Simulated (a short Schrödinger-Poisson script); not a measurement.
# Symmetric double-gate stack, SiO2 on p-type Si(110)

Stack: symmetric double-gate stack, SiO2 on p-type Si(110), at 300 K.

```tsv
layer	material	thickness (nm)	Na (cm⁻³)
1	SiO2	3.4	-
2	Si	5	3e16
3	SiO2	3.4	-
```

Constants are typed, rounded textbook-type inputs, not results; the design itself was drawn at random and stands for no fabricated device. SiO2: permittivity 3.9, conduction-band edge (eV) 3.15, gap (eV) 9, electron mass (mₑ) 0.5. Si: permittivity 11.7, conduction-band edge (eV) 0, gap (eV) 1.124, Nv at 300 K (cm⁻³) 3.1e19.

Channel valleys (confinement mass, in-plane density-of-states mass, number): Δ4 0.315, 0.324, 4; Δ2 0.19, 0.417, 2. At the gates, both at one voltage, the conduction-band edge of layer 1 lies 3.49 eV − eVg above the Fermi level of the channel. Gaps are held at their typed values at every temperature. Mesh 0.03 nm at interfaces.

From a short Schrödinger-Poisson script (our own, NumPy): 1D Poisson equation in equilibrium, electrons quantum, Hartree (BenDaniel-Duke, 12 states a valley, the channel's in-plane mass for all, wave functions ending at the dielectric), parabolic valleys, classical holes, full ionisation, no traps, pinning or gate leakage.

```csv
Vg (V),electrons (cm⁻²),C (μF/cm²),Δ4 E0 (meV),Δ4 E1 (meV),Δ2 E0 (meV),Δ2 E1 (meV)
0,4.87e6,< 0.003,389.1,532.3,420.5,657.9
0.1,2.33e8,< 0.003,289.1,432.3,320.5,557.9
0.2,1.07e10,0.0653,190.0,333.2,221.4,458.8
0.3,2.34e11,0.801,110.2,252.8,141.6,378.4
0.4,9.40e11,1.36,73.8,214.7,105.2,340.3
0.5,1.85e12,1.53,55.7,194.4,87.1,320.1
0.6,2.83e12,1.61,44.0,180.4,75.5,306.1
0.7,3.85e12,1.65,35.4,169.4,66.9,295.1
0.8,4.88e12,1.67,28.5,160.2,60.1,285.9
0.9,5.93e12,1.69,22.7,152.1,54.4,277.9
1,6.99e12,1.71,17.8,144.8,49.5,270.6
1.1,8.06e12,1.72,13.4,138.0,45.2,264.0
1.2,9.14e12,1.73,9.4,131.8,41.3,257.8
1.3,1.02e13,1.73,5.7,125.9,37.8,252.0
1.4,1.13e13,1.74,2.4,120.3,34.6,246.6
1.5,1.24e13,1.74,-0.7,115.0,31.6,241.4
1.6,1.35e13,1.75,-3.7,110.0,28.9,236.4
1.7,1.46e13,1.76,-6.4,105.1,26.3,231.7
1.8,1.57e13,1.76,-9.1,100.4,23.8,227.2
```

Gate voltages with under 1e6 electrons/cm² are left out.

Subbands count from the Fermi level. The capacitance is that of both gates.
